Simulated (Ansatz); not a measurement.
Reference: Si (Fd-3m), r2SCAN with spin-orbit coupling, rigid bands (plane waves, PAW; Ansatz, an electronic-structure program); axes and stresses refer to this cell.

```
Si
1.0
    0.00000     2.71683     2.71683
    2.71683     0.00000     2.71683
    2.71683     2.71683     0.00000
Si
2
Cartesian
  0.00000   0.00000   0.00000
  1.35841   1.35841   1.35841
```

* **Seebeck coefficient, n-type 1e19 cm⁻³**: -308 μV/K
* **band gap**: 0.75 eV
* **electron conductivity mass**: 0.28 mₑ

Change: biaxial stress in (001) of -3.6 GPa (compression positive). What happens to Seebeck coefficient, n-type 1e19 cm⁻³, band gap, electron conductivity mass?

Seebeck coefficient, n-type 1e19 cm⁻³ falls in size to -219 μV/K; band gap decreases to 0.35 eV; electron conductivity mass moves little, to 0.28 mₑ.

Change: biaxial stress in (001) of 1.8 GPa (compression positive). What happens to Seebeck coefficient, n-type 1e19 cm⁻³, band gap, electron conductivity mass?

Seebeck coefficient, n-type 1e19 cm⁻³ shrinks in size to -274 μV/K; band gap shrinks to 0.62 eV; electron conductivity mass moves little, to 0.28 mₑ.

Change: biaxial stress in (111) of -7.2 GPa (compression positive). What happens to Seebeck coefficient, n-type 1e19 cm⁻³, band gap, electron conductivity mass?

Seebeck coefficient, n-type 1e19 cm⁻³ rises in size to -349 μV/K; band gap falls to 0.47 eV; electron conductivity mass rises to 0.32 mₑ.

Change: uniaxial stress along [001] of -5.4 GPa (compression positive). What happens to Seebeck coefficient, n-type 1e19 cm⁻³, band gap, electron conductivity mass?

Seebeck coefficient, n-type 1e19 cm⁻³ shrinks in size to -275 μV/K; band gap decreases to 0.48 eV; electron conductivity mass moves little, to 0.28 mₑ.

Change: uniaxial stress along [111] of -12.6 GPa (compression positive). What happens to Seebeck coefficient, n-type 1e19 cm⁻³, band gap, electron conductivity mass?

Seebeck coefficient, n-type 1e19 cm⁻³ rises in size to -329 μV/K; band gap shrinks to 0.30 eV; electron conductivity mass goes up to 0.32 mₑ.

Change: uniaxial stress along [111] of -5.4 GPa (compression positive). What happens to Seebeck coefficient, n-type 1e19 cm⁻³, band gap, electron conductivity mass?

Seebeck coefficient, n-type 1e19 cm⁻³ grows in size to -347 μV/K; band gap decreases to 0.61 eV; electron conductivity mass grows to 0.31 mₑ.

Masses are for dilute carriers at 300 K, harmonic means over directions unless an axis is named. Seebeck coefficients are for the stated density at 300 K, with one relaxation time for all states and whether or not that doping can be reached. Stresses and pressures are the targets of the relaxation.  The structure type is held under load, also where the real crystal would transform.
